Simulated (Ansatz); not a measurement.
Defect: Cd vacancy in zinc-blende CdTe, charge state -2. Method: PBE, PAW (plane waves to 420 eV; Ansatz, an electronic-structure program).

64-site cell at the relaxed PBE lattice, one k-point at (0.250, 0.250, 0.250), smearing 0.01 eV, spin-restricted, no finite-size correction. Static, classical nuclei. Spin-orbit coupling is left out. The charge state is imposed; whether it is stable for some Fermi level was not computed. Forms of the defect that were not tried may lie lower.

Barriers: single points on a 2×2×2 k-point mesh shifted by half a step at the bands' geometries.

The step: one Cd atom jumps into the vacancy from a nearby Cd site. Atoms about the jump, Cartesian Å from the middle of the jump, before and after:

```
atom     x0     y0     z0     x1     y1     z1
----  -----  -----  -----  -----  -----  -----
Cd1   -0.01  -1.58   1.58   0.01   1.58  -1.58
Te2    1.42   0.13  -0.14   1.43  -0.14   0.12
Te3   -1.62   3.17  -0.14  -1.74   3.29   0.02
Te4   -1.74   0.01   3.29  -1.63  -0.15   3.18
Te5   -1.56   0.20  -3.12  -1.74   0.00  -3.27
Te6   -1.74  -3.28   0.00  -1.55  -3.12   0.21
Cd7   -3.33   1.74   1.58  -3.33   1.58   1.76
Cd8   -3.30  -1.55  -1.75  -3.29  -1.75  -1.54
```

### Question
Predict the transition state.

### Answer

| atom | x | y | z |
|---|---|---|---|
| Cd1 | -0.84 | 0.12 | 0.08 |
| Te2 | 1.89 | 0.02 | -0.02 |
| Te3 | -1.74 | 3.10 | 0.04 |
| Te4 | -1.73 | 0.03 | 3.09 |
| Te5 | -1.64 | 0.06 | -3.06 |
| Te6 | -1.64 | -3.06 | 0.06 |
| Cd7 | -3.59 | 1.78 | 1.79 |
| Cd8 | -3.44 | -1.75 | -1.74 |
It lies 1.08 eV above the start and 1.08 eV above the end. The saddle point's order was not checked.
